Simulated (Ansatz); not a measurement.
Input:

```
CaHfSe3
1.0
    5.14922     0.00000     0.00000
    0.00000     5.14922     0.00000
    0.00000     0.00000     5.14922
Ca Hf Se
1 1 3
Direct
  0.00000   0.00000   0.00000
  0.50000   0.50000   0.50000
  0.00000   0.50000   0.50000
  0.50000   0.50000   0.00000
  0.50000   0.00000   0.50000
```

A single point on hypothetical cubic perovskite CaHfSe3 with a change (pressure −1 GPa), its geometry relaxed with PBEsol.

All numbers come from DFT with PBEsol, PAW potentials and a 420 eV plane-wave cutoff in Ansatz (a first-principles code), spin-orbit coupling included. k-mesh 9×9×9 (Γ-centred); smearing 0.05 eV (Fermi–Dirac).

Q: What is the computed pressure?

A: -1.1 GPa.

Q: Predict the band gap.

A: Zero.

Single points use the geometry relaxed with PBEsol. Load acts through the strain it causes; cell and atoms are relaxed under it. Stability against distortions was not tested. The cell was made from CaHfSe₃ in the cubic perovskite structure (space group Pm-3m, No. 221; a hypothetical phase, not in the database extracts checked) by this change: pressure −1 GPa. Many cubic perovskites are stable only at high temperature; tilts and polar distortions were not tested. The zero or small gap of CaHfSe3 can change with the level of theory.
